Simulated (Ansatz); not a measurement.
## Evanescent states of C (Fd-3m, diamond, 2 atoms a cell, 5.6 Å³ an atom) along the normal of (001)

All values below come from r2SCAN (plane waves, PAW; Ansatz, a program for electronic structure).

The gap is the functional's own, uncorrected, and κ follows it; spin-orbit coupling is left out. Mid-gap means the computed energy nearest the middle.

Energies count from the valence-band top; κ is the least over a 12×12 mesh across the current.

| E (eV) | κ (1/Å) | where |
|---|---|---|
| 0.10 | 0.086 | Γ |
| 0.32 | 0.146 | Γ |
| 0.53 | 0.184 | Γ |
| 0.73 | 0.212 | Γ |
| 0.94 | 0.235 | Γ |
| 1.16 | (withheld) | Γ |
| 1.36 | (withheld) | Γ |
| 1.57 | (withheld) | Γ |
| 1.78 | (withheld) | Γ |
| 2.00 | (withheld) | Γ |
| 2.21 | (withheld) | Γ |
| 2.42 | (withheld) | Γ |
| 2.62 | (withheld) | Γ |
| 2.83 | (withheld) | Γ |
| 3.04 | (withheld) | off Γ |
| 3.25 | (withheld) | off Γ |
| 3.46 | 0.248 | off Γ |
| 3.67 | 0.219 | off Γ |
| 3.88 | 0.186 | off Γ |
| 4.09 | 0.142 | off Γ |
| 4.30 | 0.075 | off Γ |

**Question.** Some entries are withheld; supply them.

**Answer.** 
- 1.16, κ (1/Å): 0.253
- 1.36, κ (1/Å): 0.268
- 1.57, κ (1/Å): 0.280
- 1.78, κ (1/Å): 0.289
- 2.00, κ (1/Å): 0.297
- 2.21, κ (1/Å): 0.302
- 2.42, κ (1/Å): 0.306
- 2.62, κ (1/Å): 0.308
- 2.83, κ (1/Å): 0.309
- 3.04, κ (1/Å): 0.294
- 3.25, κ (1/Å): 0.272
